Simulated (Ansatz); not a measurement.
```
ScSi
1.0
    1.97372    -4.91375     0.00000
    1.97372     4.91375     0.00000
    0.00000     0.00000     3.63570
Sc Si
2 2
Direct
  0.13917   0.86083   0.25000
  0.86083   0.13917   0.75000
  0.41863   0.58137   0.25000
  0.58137   0.41863   0.75000
```

ScSi (Cmcm), PBEsol, DFPT electron-phonon coupling, linearised Boltzmann equation (plane waves, PAW, scalar-relativistic; Ansatz, a quantum-chemistry and plane-wave program): the phonon-limited resistivity at 300 K is 44.9 μΩ·cm (x, a), 28.7 μΩ·cm (y, b), 8.67 μΩ·cm (z, c). Third figures are kept for the arithmetic.

How anisotropic is it, and between which bounds lies a dense polycrystal with random grains and no boundary scattering?

Largest over smallest: 5.2. Upper bound, grains in series: (44.9 + 28.7 + 8.67)/3 = 27 μΩ·cm. Lower bound, grains side by side: 3/Σ(1/ρ) = 17.4 μΩ·cm. The best single-crystal direction lies 50 % under the lower bound.

The current-weighted mean free path is 9.00 nm along x and 8.53 nm along z. How does ρ₀ℓ differ between these directions?

x: 44.9 × 9.00 = 40×10⁻¹⁶ Ω·m²; z: 8.67 × 8.53 = 7.4×10⁻¹⁶ Ω·m², a ratio of 5.5. The size effect in a wire also hangs on the velocities towards its walls, so the isotropic formulas don't carry over to this crystal.

A metal at this level (no band gap). Only scattering by harmonic phonons is included (no impurities, grain boundaries, electron-electron scattering or thermal expansion). Spin-orbit coupling is left out. The run warned that the eigensolver left some states short of its tolerance. Halving the electron mesh (24x24x24) moves the resistivity by up to 4 % at 300 K, the mean free path by up to 2 %. Smearing 0.20 eV; phonons on a 4x4x4 q mesh, which this run doesn't test.

Computed structure with no diffraction record at hand here (it may be known, metastable or hypothetical): ScSi (Cmcm).
